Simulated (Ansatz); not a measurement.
Base system: SiO₂ in the rutile structure (space group P4_2/mnm, No. 136; a = 4.185 Å, c = 2.669 Å). Axes: x, y, z lie along a, b, c of the conventional cell.

Computed with plane-wave PAW DFT at the r2SCAN level (Ansatz, a first-principles code, 500 eV), no SOC.

Strains are applied to the cell and any free atomic positions relax; under biaxial strain the out-of-plane vector relaxes too.

One change was made to it. Results:

```json
[
 {"quantity": "band gap", "base": "6.51 eV", "after": "6.97 eV"},
 {"quantity": "gap character", "base": "direct at Γ", "after": "direct at Γ"},
 {"quantity": "electron mass", "base": "0.38 mₑ along c, 0.48 mₑ across (at Γ)", "after": "0.36 mₑ out of plane, 0.52 mₑ in plane (at Γ)"}
]
```

### Question
Name the change that was made.
(A) biaxial strain −2.45 %, plane normal [001], relaxed out of plane
(B) isotropic strain +1.90 %
(C) biaxial strain +1.06 %, plane normal [001], relaxed out of plane
(D) isotropic strain −0.62 %

### Answer
A, biaxial strain −2.45 %, plane normal [001], relaxed out of plane. For comparison, the band gap in the other runs: isotropic strain +1.90 % gives 5.58 eV; biaxial strain +1.06 %, plane normal [001], relaxed out of plane gives 6.33 eV; isotropic strain −0.62 % gives 6.84 eV.

Effective masses come from finite differences of ±0.01 Å⁻¹. Whether these cells are dynamically stable was not tested.
